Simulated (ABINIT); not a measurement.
A self-consistent single point of Ti (P-3m1, 2 atoms in the cell) with ABINIT.

Method: LDA (PW92), norm-conserving pseudopotentials (PseudoDojo nc-sr-04 LDA standard) (plane waves; ABINIT 10.0.3).

```
Ti
1.0
    1.46762    -2.54200     0.00000
    1.46762     2.54200     0.00000
    0.00000     0.00000     4.65660
Ti
2
Direct
  0.33333   0.66667   0.26074
  0.66667   0.33333   0.75000
```

Reference input (self-consistent single point, DFT, LDA (PW92), plane waves, norm-conserving pseudopotentials (PseudoDojo nc-sr-04 LDA standard)): pseudos = [Ti.upf]; ecut = 42 Ha; occopt = 3; tsmear = 0.00367493 Ha; ngkpt = 6 6 3; nshiftk = 1; shiftk = 0 0 0; potentials = PseudoDojo nc-sr-04 LDA standard; nband = 17; kptopt = 2; nstep = 60; tolvrs = 1e-12. This run's input differs from it in these lines:

```diff
@@ -19,6 +19,6 @@
 occopt 3
-tsmear 0.00367493
+tsmear 0.01102480
 nband 17
 kptopt 2
-ngkpt 6 6 3
+ngkpt 5 5 3
 nshiftk 1
```

Output, abridged:

```
--- !BeginCycle
solver: {iscf: 7, nstep: 60, nline: 4, wfoptalg: 0, }
tolerances: {tolvrs: 1.00E-12, }
...

     iter   Etot(hartree)      deltaE(h)  residm     vres2
 ETOT  1  -118.58573793546    -1.186E+02 1.986E-01 1.088E+02
 ETOT  2  -118.68329190084    -9.755E-02 2.056E-02 9.719E+01
 ETOT  3  -118.69370890446    -1.042E-02 5.768E-03 1.210E+02
 ETOT  4  -118.70380572752    -1.010E-02 4.166E-03 1.043E+00
 ETOT  5  -118.70404227306    -2.365E-04 2.766E-03 2.198E-01
   [... 51 lines left out ...]
 ETOT 57  -118.70412324125    -2.351E-09 2.880E-05 4.385E-10
 ETOT 58  -118.70412324337    -2.124E-09 3.898E-05 1.219E-10
 ETOT 59  -118.70412324530    -1.925E-09 2.824E-05 1.098E-10
 ETOT 60  -118.70412324704    -1.743E-09 3.823E-05 1.293E-10

 Cartesian components of stress tensor (hartree/bohr^3)
  sigma(1 1)=  2.06979153E-04  sigma(3 2)=  5.77773098E-09
  sigma(2 2)=  2.06997182E-04  sigma(3 1)=  8.18753288E-09
  sigma(3 3)=  1.94781223E-04  sigma(2 1)= -2.05993760E-08
 scprqt:  WARNING -
  nstep=   60 was not enough SCF cycles to converge;
  potential residual=  1.293E-10 exceeds tolvrs=  1.000E-12

 ----iterations are completed or convergence reached----

 reduced coordinates (array xred) for    2 atoms
       0.333333334797      0.666666669564      0.260737001141
       0.666666669564      0.333333334797      0.750000003281
   [... lines left out ...]
 Fermi (or HOMO) energy (eV) =   9.57622   Average Vxc (eV)= -11.87870
   [... lines left out ...]
  11.32709
 prteigrs : prtvol=0 or 1, do not print more k-points.

--- !EnergyTerms
kinetic             :  4.70601436272293E+01
hartree             :  2.42928031112496E+01
xc                  : -1.72514721619463E+01
Ewald energy        : -8.49350248714438E+01
psp_core            :  3.03875047544491E+00
local_psp           : -9.14769872224204E+01
non_local_psp       :  6.00508816311259E-01
internal            : -1.18671278225575E+02
'-kT*entropy'       : -3.28450214645502E-02
total_energy        : -1.18704123247040E+02
total_energy_eV     : -3.23010346343995E+03
band_energy         : -1.45933735137369E+01
...

-Cartesian components of stress tensor (GPa)         [Pressure= -5.9701E+00 GPa]
- sigma(1 1)=  6.08953591E+00  sigma(3 2)=  1.69986686E-04
- sigma(2 2)=  6.09006633E+00  sigma(3 1)=  2.40885493E-04
- sigma(3 3)=  5.73066046E+00  sigma(2 1)= -6.06054465E-04

 Calculation completed.
```

The run ended unconverged after 60 iterations. 

The starting cell has typed, rounded lattice constants, without a prior relaxation at this level. Its lattice was rescaled by up to half a per cent. One atom was moved a little off its site on purpose.

Cost on one core of a shared machine: roughly 5 min.
